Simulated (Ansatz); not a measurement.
Take ZnSe in the zinc blende structure (space group F-43m, No. 216; a = 5.733 Å) as the base.

Levels (all Ansatz, an electronic-structure program, PAW): PBE (420 eV, no spin-orbit coupling); HSE06+SOC (420 eV, noncollinear with spin-orbit coupling).

The geometry is relaxed with PBE.

| Property | Result |
|---|---|
| PBE band gap | 1.15 eV |
| PBE valence-band top at Γ | 0.00, 0.00, 0.00 eV |

With HSE06+SOC at the same geometry, the band gap increases by 0.97 eV (1.15 eV → 2.12 eV); the valence-band top at Γ (three highest Kramers pairs, from the VBM) becomes 0.00, 0.00, -0.43 eV (PBE: 0.00, 0.00, 0.00 eV). The threefold valence maximum splits by Δso ≈ 0.43 eV.

Single points use the geometry relaxed with PBE. The spin-orbit shifts are approximate. Stability against distortions was not tested.
